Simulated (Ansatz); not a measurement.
The reference is BeS in the zinc blende structure (space group F-43m, No. 216; a = 4.876 Å).

The change: cell and atoms relaxed at a pressure of 0.3 GPa.

Levels (all Ansatz, a first-principles code, PAW): PBE (420 eV, scalar-relativistic without spin-orbit coupling); HSE06 (420 eV, no SOC).

The geometry is relaxed with PBE.

```
Property       Result
------------  -------
PBE band gap  3.14 eV
```

Task: Predict the band gap from HSE06.

Result: The band gap goes up by 0.95 eV, from 3.14 eV to 4.09 eV.

Single points use the geometry relaxed with PBE. The hybrid gap comes from the SCF mesh plus the semilocal run's edge points and a few special points and is an upper bound. Load acts through the strain it causes; cell and atoms are relaxed under it. Whether these cells are dynamically stable was not tested.
